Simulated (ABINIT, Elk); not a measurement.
An ABINIT input for a self-consistent single point of SrAl2 (Imma, 6 atoms in the cell) (DFT, PBEsol, plane waves, norm-conserving pseudopotentials (PseudoDojo nc-sr-04 PBEsol standard)):

```
# SrAl2, PseudoDojo nc-sr-04 PBEsol standard
pp_dirpath "./"
pseudos "Sr.upf, Al.upf"
acell 3*1.0
rprim
        -4.6528496490    7.6662125965    7.6501952779
         4.6528496490   -7.6662125965    7.6501952779
         4.6528496490    7.6662125965   -7.6501952779
natom 6
ntypat 2
znucl 38 13
typat 1 1 2 2 2 2
xcart
         4.6528496490    3.8331062982    0.7700686567
         0.0000000000    3.8331062982    6.8801266212
         4.6528496490   -1.0508844227    5.1924935429
         0.0000000000    8.7170970192    2.4577017350
         0.0000000000    1.0508844227   12.8426888208
         4.6528496490    6.6153281738   -5.1924935429
ecut 925 eV
occopt 7
tsmear 0.1 eV
nband 22
kptopt 1
ngkpt 6 6 6
nshiftk 1
shiftk 0 0 0
nstep 50
tolvrs 1.0e-10
prtwf 0
prtden 0
enunit 2
```

Task: Translate this input to Elk.

Result: One input that does it (others would too):

```
tasks
  0

xctype
  22

rgkmax
  7.0

stype
  0

swidth
  0.00367493

scale
  11.78750666

avec
   -0.3947272128    0.6503676154    0.6490087768
    0.3947272128   -0.6503676154    0.6490087768
    0.3947272128    0.6503676154   -0.6490087768

sppath
  'species/'

atoms
  2   : nspecies
  'Sr.in'   : spfname
  2   : natoms; atposl, bfcmt below
  0.3003300000  0.5503300000  0.7500000000    0.0 0.0 0.0
  0.6996700000  0.4496700000  0.2500000000    0.0 0.0 0.0
  'Al.in'   : spfname
  4   : natoms; atposl, bfcmt below
  0.2708300000  0.8393700000  0.4314600000    0.0 0.0 0.0
  0.7291700000  0.1606300000  0.5685400000    0.0 0.0 0.0
  0.9079100000  0.8393700000  0.0685400000    0.0 0.0 0.0
  0.0920900000  0.1606300000  0.9314600000    0.0 0.0 0.0

ngridk
  6 6 6
```

Basis settings and potentials, where a program has them, do not carry over. This input uses DFT, PBEsol, all-electron FP-LAPW, Elk's shipped species files, default APW+lo basis.

The starting cell comes from a database of computed structures (which also holds hypothetical and non-ambient phases and stackings), without a prior relaxation at this level. Its lattice was rescaled by a random factor within 2.5 % of one.
